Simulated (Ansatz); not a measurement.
The cell is made up: elements placed on another compound's structure type, so the phase may be hypothetical.

The decay constant κ of evanescent states in the gap governs leakage through a thin film.

Data:

```xyz
8
Lattice="4.0720 0.0000 0.0000 0.0000 9.5449 0.0000 0.0000 4.7725 4.7725" Properties=species:S:1:pos:R:3 pbc="T T T"
Mg     0.0000     6.4312     0.0000
Mg     0.0000     3.1137     0.0000
Mg     2.0360     4.7725     3.1137
Mg     2.0360     9.5449     1.6587
S      0.0000     9.5449     2.9591
S      0.0000     4.7725     1.8133
S      2.0360     7.7316     0.0000
S      2.0360     1.8133     0.0000
```

Space group of this cell: P4_2/mnm. The cell was relaxed by PBE-D3(BJ); by r2SCAN its mean pressure is 1.0 GPa.

Transport runs along the normal of the first two printed cell vectors.

The gap is the functional's own, uncorrected, and κ follows it; spin-orbit coupling is left out. Mid-gap values are interpolated between the computed energies.

### Question
Predict the band gap and the smallest decay constant κ at mid-gap from r2SCAN (Ansatz, an electronic-structure program).

### Answer
Gap 4.13 eV on a 8×6×6 mesh; κ = 0.282 1/Å, at the zone centre.
